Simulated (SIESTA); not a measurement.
Band structure of TaOs3 (Pm-3m, 4 atoms in the cell).

```yaml
crystal:
  lattice:
    - [3.91497, 0.00000, 0.00000]
    - [0.00000, 3.91497, 0.00000]
    - [0.00000, 0.00000, 3.91497]
  atoms:
    - { symbol: Ta, position: [0.00000, 0.00000, 0.00000] }
    - { symbol: Os, position: [0.00000, 0.50000, 0.50000] }
    - { symbol: Os, position: [0.50000, 0.00000, 0.50000] }
    - { symbol: Os, position: [0.50000, 0.50000, 0.00000] }
```

Method: GGA PBEsol, numerical atomic orbitals DZP, PseudoDojo PBEsol standard norm-conserving potentials (rewritten from UPF to PSML) run with SIESTA.

Settings: XC.functional = GGA; XC.authors = PBEsol; potentials = PseudoDojo PBEsol standard; PAO.BasisSize = DZP; PAO.EnergyShift = 0.005 Ry; MeshCutoff = 350 Ry; kgrid.MonkhorstPack = 7 7 7; OccupationFunction = FD; ElectronicTemperature = 100 meV; MaxSCFIterations = 150; SCF.Mixer.Method = Broyden; SCF.Mixer.Weight = 0.25; SCF.Mixer.History = 8; SCF.DM.Tolerance = 1.0E-05.

The starting cell comes from a database of computed structures (which also holds hypothetical and non-ambient phases and stackings), without a prior relaxation at this level. Spin-orbit coupling is off. Spin polarisation is off. Values carry the incompleteness of an atom-centred basis.

Levels in eV from the Fermi level, bands 28 to 33:
| point | 28 | 29 | 30 | 31 | 32 | 33 |
|---|---|---|---|---|---|---|
| Γ | 0.83 | 2.57 | 3.02 | 3.02 | 3.02 | 3.19 |
| X | -1.22 | -0.38 | -0.32 | -0.32 | 1.36 | 1.41 |
| M | -2.09 | -1.00 | -0.98 | -0.98 | 0.18 | 0.18 |
| R | -1.48 | 0.02 | 0.64 | 0.64 | 0.64 | 2.58 |

Bands cross the Fermi level along this path, so the cell is metallic at this level.

Higher empty bands are left out: an atom-centred basis made for the valence describes them poorly.
